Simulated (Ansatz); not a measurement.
# MgS (model structure, started from the GeS type, Fm-3m, No. 225, 8 atoms in the cell)

The numbers are results of PBE (Ansatz, a program for electronic structure, PAW), not measurements.

Settings: plane-wave cutoff 520 eV, 6×16×14 k mesh (along the axes of the cell as run), Fermi–Dirac smearing 0.05 eV, scalar-relativistic PAW data made under PBE.

Cell (relaxed at this level):

```xyz
8
Lattice="10.4594 0.0000 0.0000 0.0000 3.6979 0.0000 0.0000 0.0000 3.6980" Properties=species:S:1:pos:R:3 pbc="T T T"
Mg     1.3074     0.9245     0.9242
Mg     3.9223     2.7735     2.7732
Mg     9.1519     2.7735     2.7738
Mg     6.5371     0.9245     0.9248
S      9.1520     0.9245     0.9247
S      6.5371     2.7735    -0.9243
S      1.3074     2.7735     2.7733
S      3.9223     0.9245     4.6223
```

band gap: 2.76 eV (direct)

The computed numbers hold no vibrational or temperature effects.

A model structure was made by putting elements into a prototype or built by hand; here it ended with the formula and space group of a phase in our tables.
